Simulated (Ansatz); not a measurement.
# zinc-blende ZnS: the defect N on the S site + 1 H

Computed with PBE, PAW (plane waves to 420 eV; Ansatz, a first-principles code). Details: 64-site cell; 2×2×2 shifted k-points; start: the S site; H antibonding at the dopant; finite-size errors of tenths of an eV.

Neighbours after relaxation, in Å: of the N atom: H 1.03, Zn 2.00, Zn 2.00, Zn 2.00, S 3.34, S 3.34, S 3.34; of the H atom: N 1.03, Zn 2.24, Zn 2.24, Zn 2.24, S 2.67, S 2.67, S 2.67.

The name describes the start; the neighbours show where the atoms ended.

```tsv
charge	moment (μB)	largest move off a lattice site (Å)
0	not spin-polarised	0.66
```

Not the lowest form: the same atoms on another site or from another start ended lower, by 0.40 eV at charge 0.
